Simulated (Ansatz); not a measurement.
## Migration barriers: Pd-vacancy pair in hcp Ru, neutral cell

Defect migration in hcp Ru: Pd-vacancy pair (Pd on one host Ru site, one Ru site vacant), neutral cell. Method: PBE, PAW (plane waves to 420 eV; Ansatz, a program for electronic structure).

Cell of 36 host sites held at the relaxed PBE lattice; a 2×2×2 k-point mesh shifted by half a step along c; Fermi-Dirac width 0.10 eV, spin-restricted; finite-size errors left in. Energies are static. Forms of the defect that were not tried may lie lower.

Barriers: single points on a 4×4×4 k-point mesh shifted by half a step along c at the bands' geometries (they differ from the bands' own by up to 0.07 eV, and are uncertain by about as much).

```tsv
Route	Start site over the lowest site run (eV)	Hop (Å)	Forward barrier (eV)	Backward barrier (eV)	Neighbours at the start	Neighbours at the saddle	Saddle order	Forward, on the band's own sampling (eV)
direct exchange of Pd with the vacancy (Pd-vacancy distance between ideal sites 2.72 Å throughout)	0.11	2.63	1.60	1.60	4 Ru at 2.69, 2 Ru at 2.70, Ru at 2.73, 2 Ru at 2.76, Ru at 2.77, Ru at 2.79 Å	Ru at 2.46, 2 Ru at 2.51, Ru at 2.68, 4 Ru at 2.86 Å	not checked, on a symmetry element	1.67
direct exchange of Pd with the vacancy (Pd-vacancy distance between ideal sites 2.66 Å throughout)	0.00	2.51	1.75	1.75	2 Ru at 2.67, 3 Ru at 2.70, 4 Ru at 2.74, 2 Ru at 2.79 Å	4 Ru at 2.52, 4 Ru at 3.02, 2 Ru at 3.28 Å	not checked, on a symmetry element	1.72
```

Paths come from nudged elastic bands with a climbing image.  A band can be held on a symmetry element, so unchecked saddle points there may be too high.

The whole set of runs took very roughly 2.0 core-hours.
